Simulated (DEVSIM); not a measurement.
System: Mo/La2O3/SiO2/p-Si capacitor, at 300 K.

Layer 1 from the left is La2O3, thickness (nm) 10.0. Layer 2 from the left is SiO2, thickness (nm) 0.790. Layer 3 from the left is Si, thickness (nm) 900, Na (cm⁻³) 4.1e17.

Metal gate on the left, work function 4.6 eV. Fixed charge at the semiconductor interface -3.9e11 cm⁻² (in units of +e); interface traps 3e11 cm⁻² eV⁻¹, uniform in energy, neutral level at 0.5 of the gap above the valence band.

Constants are typed, rounded textbook-type inputs, not results; the design itself was drawn at random and stands for no fabricated device. Values at 300 K.

La2O3: gap (eV) 5.8, affinity (eV) 1.8, permittivity 27. SiO2: gap (eV) 9, affinity (eV) 0.9, permittivity 3.9. Si: gap (eV) 1.124, affinity (eV) 4.05, permittivity 11.7, Nc (cm⁻³) 2.86e19, Nv (cm⁻³) 3.1e19.

Model (solved in DEVSIM): 1D Poisson equation in equilibrium, Boltzmann statistics, complete ionisation; no quantum confinement or tunnelling. Metal contacts follow the ideal Schottky-Mott rule: no Fermi-level pinning, no interface dipoles.

Problem. What does the simulation give for the minimum of the low-frequency capacitance, the flat-band voltage, the threshold voltage (band bending 2φF)?

Solution. minimum of the low-frequency capacitance 0.224 μF/cm²; flat-band voltage -0.44 V; threshold voltage (band bending 2φF) 0.72 V.
